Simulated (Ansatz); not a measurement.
The reference is ZnO (space group P4_2/mnm, No. 136; a = 5.5156 Å, c = 3.2401 Å; a cell from a computed database, its experimental status unchecked).

Level of theory: PBEsol (Ansatz, a program for electronic structure), spin-orbit coupling left out.

Base values:

The gap between the host's bands comes out as 0.70 eV and the gap character comes out as direct at Γ.

The change: electron doping at 1.0×10^22 cm⁻³ (0.986 per cell), with a uniform compensating background at fixed cell and a 300 K Fermi–Dirac width.

Q: Estimate the effect on the Fermi level from band edge.

A: The Fermi level relative to the doped band's edge (positive inside the band; to 0.05 eV) comes out as +3.10 eV.

Q: What does the calculation give for the gap between the host's bands after the change?

A: The gap between the host's bands drops by 0.236 eV, from 0.70 eV to 0.47 eV.

Q: Predict the new gap character.

A: The gap character stays direct at Γ.

Charged cell with a jellium background: band edges are those of the host's band count, energies are not comparable with the neutral cell, and many-body gap narrowing is missing. Stability against distortions was not tested. This is not the structure that ZnO has at room temperature and ambient pressure.
